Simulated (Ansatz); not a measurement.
Reference: OsAl (Pm-3m), PBEsol, DFPT electron-phonon coupling, linearised Boltzmann equation (plane waves, PAW, scalar-relativistic; Ansatz, an electronic-structure program); geometry: relaxed with this functional, without spin-orbit coupling.

Space group Pm-3m (No. 221); a = b = c = 2.993 Å, α = β = γ = 90.00°

| atom | site | symmetry | x | y | z |
|---|---|---|---|---|---|
| Al | 1a | m-3m | 0.0000 | 0.0000 | 0.0000 |
| Os | 1b | m-3m | 0.5000 | 0.5000 | 0.5000 |

| Property | Result |
|---|---|
| resistivity at 300 K | 6.6 μΩ·cm |
| mean free path at 300 K | 9.1 nm |
| electron-phonon coupling λ | 0.43 |
| logarithmic mean phonon energy | 14.5 meV |

Q: Replace Os by Y on the same sites and relax. What happens?

A: YAl (Pm-3m): volume per atom 13.4 to 22.6 Å³; resistivity at 300 K rises (6.6 μΩ·cm to 21 μΩ·cm); mean free path at 300 K rises (9.1 nm to 11.6 nm); electron-phonon coupling λ falls (0.43 to 0.20); logarithmic mean phonon energy stays about the same (14.5 meV to 14.1 meV).

Q: Swap Os for Sc, keeping the structure type. How do these values move?

A: ScAl (Pm-3m): volume per atom 13.4 to 18.7 Å³; resistivity at 300 K rises (6.6 μΩ·cm to 15.7 μΩ·cm); mean free path at 300 K rises (9.1 nm to 13.0 nm); electron-phonon coupling λ falls (0.43 to 0.168); logarithmic mean phonon energy rises (14.5 meV to 18.4 meV).

Q: Replace Al by Ti on the same sites and relax. What happens?

A: TiOs (Pm-3m): volume per atom 13.4 to 14.3 Å³; resistivity at 300 K falls (6.6 μΩ·cm to 3.9 μΩ·cm); mean free path at 300 K rises (9.1 nm to 56 nm); electron-phonon coupling λ falls (0.43 to 0.094); logarithmic mean phonon energy rises (14.5 meV to 25 meV).

Moves up to 15 % count as about the same. Metals; harmonic phonons alone scatter; means over directions. The mean free path is weighted by the current that each state carries. Halving the electron mesh moves these values by up to 10 %; q meshes are mostly untested. Some of the runs warned that the eigensolver left states short of its tolerance. Spin-orbit coupling is left out.

Formula and space group known from diffraction (Crystallography Open Database), not checked to be the room-temperature form: TiOs (Pm-3m). Computed structure with no diffraction record at hand here (it may be known, metastable or hypothetical): OsAl (Pm-3m), ScAl (Pm-3m), YAl (Pm-3m). The missing spin-orbit coupling matters most for OsAl (Pm-3m), TiOs (Pm-3m).
